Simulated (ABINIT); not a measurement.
Worked example: self-consistent single point of H4BrN (P-43m, 6 atoms in the cell) in ABINIT.

Method of the run: PBEsol, spin-orbit coupling, norm-conserving pseudopotentials (PseudoDojo nc-fr-04 PBEsol standard) (plane waves; ABINIT).

```
H4BrN
1.0
    4.00010     0.00000     0.00000
    0.00000     4.00010     0.00000
    0.00000     0.00000     4.00010
H Br N
4 1 1
Direct
  0.14921   0.14921   0.85079
  0.14921   0.85079   0.14921
  0.85079   0.85079   0.85079
  0.85079   0.14921   0.14921
  0.50000   0.50000   0.50000
  0.00000   0.00000   0.00000
```

Reference input (self-consistent single point, DFT, PBEsol, plane waves, norm-conserving pseudopotentials (PseudoDojo nc-sr-04 PBEsol standard)): pseudos = [H.upf, Br.upf, N.upf]; ecut = 84 Ry; occopt = 1; ngkpt = 4 4 4; nshiftk = 1; shiftk = 0 0 0; potentials = PseudoDojo nc-sr-04 PBEsol standard; nband = 11; kptopt = 1; nstep = 80; tolvrs = 1e-11; diemac = 6. This run's input differs from it in these lines:

```diff
@@ -1,2 +1,2 @@
-# H4BrN, PseudoDojo nc-sr-04 PBEsol standard
+# H4BrN, PseudoDojo nc-fr-04 PBEsol standard
 pp_dirpath "./"
@@ -21,4 +21,6 @@
 ecut 84 Ry
+nspinor 2
+nspden 1
 occopt 1
-nband 11
+nband 22
 kptopt 1
```

Its files differ too (potentials: PseudoDojo nc-sr-04 PBEsol standard → PseudoDojo nc-fr-04 PBEsol standard).

Output (repeated stretches shortened):

```
--- !BeginCycle
solver: {iscf: 7, nstep: 80, nline: 4, wfoptalg: 0, }
tolerances: {tolvrs: 1.00E-11, }
...

     iter   Etot(hartree)      deltaE(h)  residm     vres2
 ETOT  1  -28.384625147088    -2.838E+01 5.026E-02 4.537E+02
 ETOT  2  -28.423827208205    -3.920E-02 1.007E-02 2.670E+02
 ETOT  3  -28.480863139814    -5.704E-02 2.705E-03 1.457E+01
 ETOT  4  -28.482493898357    -1.631E-03 9.034E-04 5.917E-01
 ETOT  5  -28.482558392387    -6.449E-05 8.566E-04 1.277E-02
   [... 2 lines left out ...]
 ETOT  8  -28.482559263967    -2.906E-10 4.629E-04 2.259E-08
 ETOT  9  -28.482559263969    -1.982E-12 3.557E-04 4.118E-10
 ETOT 10  -28.482559263969     1.776E-13 2.014E-04 1.834E-11
 ETOT 11  -28.482559263969     4.547E-13 3.359E-04 1.829E-13
 At SCF step   11       vres2   =  1.83E-13 < tolvrs=  1.00E-11 =>converged.

 Cartesian components of stress tensor (hartree/bohr^3)
  sigma(1 1)= -3.16473780E-05  sigma(3 2)=  0.00000000E+00
  sigma(2 2)= -3.16473780E-05  sigma(3 1)=  0.00000000E+00
  sigma(3 3)= -3.16473780E-05  sigma(2 1)=  0.00000000E+00

 ----iterations are completed or convergence reached----

 reduced coordinates (array xred) for    6 atoms
       0.149210000652      0.149210000652      0.850790003720
       0.149210000652      0.850790003720      0.149210000652
       0.850790003720      0.850790003720      0.850790003720
       0.850790003720      0.149210000652      0.149210000652
       0.500000002186      0.500000002186      0.500000002186
       0.000000002186      0.000000002186      0.000000002186
 cartesian forces (eV/Angstrom) at end:
   [... lines left out ...]
 Fermi (or HOMO) energy (hartree) =   0.00134   Average Vxc (hartree)=  -0.31377
 Fermi (or HOMO) energy (eV) =   0.03644   Average Vxc (eV)=  -8.53813
   [... lines left out ...]
total_energy        : -2.84825592639687E+01
total_energy_eV     : -7.75049853447052E+02
band_energy         : -4.12022790931929E+00
...

-Cartesian components of stress tensor (GPa)         [Pressure=  9.3110E-01 GPa]
- sigma(1 1)= -9.31097849E-01  sigma(3 2)=  0.00000000E+00
- sigma(2 2)= -9.31097849E-01  sigma(3 1)=  0.00000000E+00
- sigma(3 3)= -9.31097849E-01  sigma(2 1)=  0.00000000E+00

 Calculation completed.
```

The run converged in 11 iterations. Against the reference run the pressure hardly changes (0.91 to 0.93 GPa), the largest force moves little (0.412 to 0.413 eV/Å) and the gap on the mesh goes from 4.088 to 4.005 eV.

The starting cell comes from a database of computed structures (which also holds hypothetical and non-ambient phases and stackings), without a prior relaxation at this level.

Cost on one core of a shared machine: roughly 3 min.
